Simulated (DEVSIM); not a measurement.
## Schottky contact on n-type Si

System: Schottky contact on n-type Si, at 350 K.

| layer (left to right) | material | thickness (μm) | Nd (cm⁻³) | τn (s) | τp (s) |
|---|---|---|---|---|---|
| 1 | Si | 0.440 | 4.7e15 | 0.00026 | 0.00026 |

Left contact: Schottky, work function 4.75 eV, emission velocity 1.9e6 cm/s. Right contact: ohmic. Voltage is applied to the left contact. Recombination: SRH at mid-gap, radiative. Mobility is constant in doping.

The device is made up for the run: typed textbook-type constants, with dimensions and the other settings drawn at random. Values at 300 K; Nc and Nv go as T^1.5, mobilities as T to minus their exponent, the gap by Varshni's rule with the affinity fixed.

| parameter | Si |
|---|---|
| gap (eV) | 1.124 |
| affinity (eV) | 4.05 |
| permittivity | 11.7 |
| Nc (cm⁻³) | 2.86e19 |
| Nv (cm⁻³) | 3.1e19 |
| μn (cm²/Vs) | 1417 |
| μp (cm²/Vs) | 470 |
| T exponent of μn | 2.3 |
| T exponent of μp | 2.2 |
| B (cm³/s) | 4.7e-15 |
| Varshni α (eV/K) | 0.000473 |
| Varshni β (K) | 636 |

DEVSIM, 1D drift-diffusion, Boltzmann statistics, complete ionisation; no tunnelling, impact ionisation, image-force lowering or self-heating. Metal contacts follow the ideal Schottky-Mott rule: no Fermi-level pinning, no interface dipoles.

Potential step across the device at zero bias: 0.430 V
Largest field in the device at zero bias: 24000 V/cm
Dark forward voltage at 1 A/cm²: 0.215 V
Dark forward voltage at 100 A/cm²: 0.363 V

Small-signal capacitance in reverse bias (quasi-static):

```
V (V)  C (nF/cm²)
-----  ----------
-0.04        30.1
-0.1         28.5
-0.2         26.6
-0.3         25.4
-0.4         24.7
-0.6         24.0
-0.8         23.7
-1           23.6
-1.3         23.6
-1.6         23.6
-2           23.6
```

Dark forward current:

(V (V), J (A/cm²)): (0.05, 0.0036); (0.10, 0.022); (0.15, 0.12); (0.20, 0.62); (0.25, 3.2); (0.30, 16); (0.35, 71); (0.40, 260); (0.45, 660); (0.50, 1200); (0.55, 2000); (0.60, 2700)
